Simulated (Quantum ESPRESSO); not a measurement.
# Convergence series on FeO2 (R3m, 12 atoms in the cell)

```xyz
12
Lattice="2.9021 1.6755 4.5756 -2.9021 1.6755 4.5756 0.0000 -3.3510 4.5756" Properties=species:S:1:pos:R:3 pbc="T T T"
Fe     0.0000     0.0000    10.4382
Fe     0.0000    -1.7280     7.4306
Fe     1.4965     0.8640     7.4306
Fe    -1.4965     0.8640     7.4306
O     -1.3764    -0.7946     6.4698
O      1.3764    -0.7946     6.4698
O      0.0000     1.5893     6.4698
O      0.0000     0.0000     8.5545
O      0.0000     0.0000     1.7462
O      0.0000    -1.4946     3.7913
O      1.2943     0.7473     3.7913
O     -1.2943     0.7473     3.7913
```
Moments meant for the start (each program seeds them in its own way; μB, in the order of the atoms Fe Fe Fe Fe O O O O O O O O): 4.0 4.0 4.0 4.0 0.0 0.0 0.0 0.0 0.0 0.0 0.0 0.0.

Method: PBEsol+U, PSlibrary PAW (PBE) pseudopotentials (plane waves; Quantum ESPRESSO).

The starting cell comes from a database of computed structures (which also holds hypothetical and non-ambient phases and stackings), without a prior relaxation at this level. Its lattice was rescaled by a random factor within 2.5 % of one. The magnetic order is the one reached from the typed start; others were not searched systematically. With U or open f shells several self-consistent states can exist. In the base run, with a pressure of about 5 GPa the cell is away from its equilibrium volume at this level.

Held fixed: occupations = smearing; smearing = gaussian; degauss = 0.0036749 Ry; nspin = 2; input_dft = pbesol; potentials = {Fe: Fe.pbe-n-kjpaw_psl.1.0.0.UPF, O: O.pbe-n-kjpaw_psl.0.1.UPF}; K_POINTS = automatic 4 4 4 0 0 0; HUBBARD = ortho-atomic; U Fe-3d 5.3 eV; conv_thr = 1e-11 Ry; mixing_beta = 0.3. Moved along with it: ecutrho.

ΔF is the free energy per atom less that of the last row (55 Ry).

The series runs over ecutwfc = 22 Ry; 28 Ry; 33 Ry; 38 Ry; 44 Ry; 55 Ry.

Problem. From which setting on does the largest force stay within 0.01 eV/Å of the last one?

Solution. From ecutwfc = 44 Ry on; the one before it is off by 0.012 eV/Å. Only the last setting checks this, so the series should go further.

Problem. From which setting on does the pressure stay within 0.1 GPa of the last one?

Solution. Only the last setting itself: the one before it still differs by 1.0 GPa, so the series does not show convergence to this tolerance.

```csv
ecutwfc,ΔF (meV/atom),pressure (GPa),largest force (eV/Å),size of the net moment (μB/atom),plane waves,iterations
22 Ry,4804.1,-232.35,1.479,1.33,1582,37
28 Ry,1098.5,-71.13,0.630,1.33,2282,42
33 Ry,281.8,-19.25,0.511,1.33,2898,33
38 Ry,68.0,-1.73,0.496,1.33,3582,36
44 Ry,12.7,3.82,0.490,1.33,4489,36
55 Ry,0.00,4.82,0.485,1.33,6227,35
```
